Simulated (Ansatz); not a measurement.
**Response to strain in CuAu**

Start from CuAu (space group P4/mmm, No. 123; a = 2.8129 Å, c = 3.5930 Å; relaxed with 0.1 eV smearing). Axes: x, y, z lie along a, b, c of the conventional cell.

Strains are applied to the cell and any free atomic positions relax.

Computed with plane-wave PAW DFT at the PBEsol level (Ansatz, a program for electronic structure, 420 eV), no spin-orbit coupling.

Notes on the quantities. pressure: mean of the normal stresses, compression positive; energy relative to the base: free energy F.

| variant | pressure | energy relative to the base | shortest interatomic distance |
|---|---|---|---|
| base | 0.0 GPa | 0 meV/atom | 5.065 bohr |
| uniaxial strain ε_xx = −3.00 % | 5.9 GPa | +9.6 meV/atom | 5.023 bohr |
| uniaxial strain ε_xx = −2.00 % | 3.7 GPa | +4.1 meV/atom | 5.037 bohr |
| uniaxial strain ε_xx = −1.00 % | 1.8 GPa | +1.0 meV/atom | 5.051 bohr |
| uniaxial strain ε_xx = −0.50 % | 0.9 GPa | +0.2 meV/atom | 5.058 bohr |
| uniaxial strain ε_xx = +0.50 % | ___ | +0.2 meV/atom | 5.072 bohr |
| uniaxial strain ε_xx = +1.50 % | -2.4 GPa | +2.0 meV/atom | ___ |
| uniaxial strain ε_xx = +2.00 % | -3.2 GPa | +3.4 meV/atom | 5.093 bohr |
| uniaxial strain ε_xx = +2.50 % | -3.9 GPa | +5.3 meV/atom | 5.100 bohr |
| uniaxial strain ε_xx = +3.00 % | ___ | +7.4 meV/atom | ___ |

Question: Complete the table.

Answer: 
- uniaxial strain ε_xx = +0.50 %, pressure: -0.8 GPa
- uniaxial strain ε_xx = +1.50 %, shortest interatomic distance: 5.086 bohr
- uniaxial strain ε_xx = +3.00 %, pressure: -4.6 GPa
- uniaxial strain ε_xx = +3.00 %, shortest interatomic distance: 5.107 bohr

Whether these cells are dynamically stable was not tested. The final runs are not spin-polarised.
